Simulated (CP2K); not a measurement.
Band structure of Te3Au (P4/mmm, 4 atoms in the cell).

```xyz
4
Lattice="3.1026 0.0000 0.0000 0.0000 3.1026 0.0000 0.0000 0.0000 12.9395" Properties=species:S:1:pos:R:3 pbc="T T T"
Te     0.0000     0.0000     2.6201
Te     0.0000     0.0000    10.3194
Te     0.0000     0.0000     6.4697
Au     0.0000     0.0000     0.0000
```

Method of the run: PBEsol, GPW, DZVP-MOLOPT-SR-GTH basis, GTH-PBE potentials (GTH_POTENTIALS) (CP2K).

Settings: CUTOFF = 500 Ry; REL_CUTOFF = 40 Ry; SMEAR/METHOD = GAUSSIAN; SIGMA = 0.1 eV; KPOINTS/SCHEME = MACDONALD 7 7 2 0 0 0.25; XC_FUNCTIONAL = PBE:PBESOL; Te/BASIS_SET = DZVP-MOLOPT-SR-GTH-q6; Te/POTENTIAL = GTH-PBE-q6; Au/BASIS_SET = DZVP-MOLOPT-SR-GTH-q11; Au/POTENTIAL = GTH-PBE-q11; METHOD = GPW; EPS_DEFAULT = 1e-10; EXTRAPOLATION = USE_GUESS; NGRIDS = 5.

The starting cell comes from a database of computed structures (which also holds hypothetical and non-ambient phases and stackings), without a prior relaxation at this level. Spin-orbit coupling is off. Values carry the incompleteness of an atom-centred basis. The potentials were made for another functional than the one used.

Levels in eV from the Fermi level, bands 11 to 16:
| point | 11 | 12 | 13 | 14 | 15 | 16 |
|---|---|---|---|---|---|---|
| Γ | -2.44 | 0.43 | 2.01 | 2.01 | 2.37 | 2.37 |
| X | -3.15 | -2.94 | -0.94 | -0.74 | 0.66 | 3.08 |
| M | -3.83 | -3.14 | -3.14 | -1.81 | -1.11 | 0.65 |
| Z | -2.44 | 1.31 | 2.04 | 2.04 | 2.29 | 2.29 |
| R | -3.15 | -2.44 | -1.72 | -0.58 | 0.62 | 3.62 |
| A | -3.90 | -3.10 | -3.10 | -1.81 | -0.67 | -0.09 |

Bands cross the Fermi level along this path, so the cell is metallic at this level.

Higher empty bands are left out: an atom-centred basis made for the valence describes them poorly.
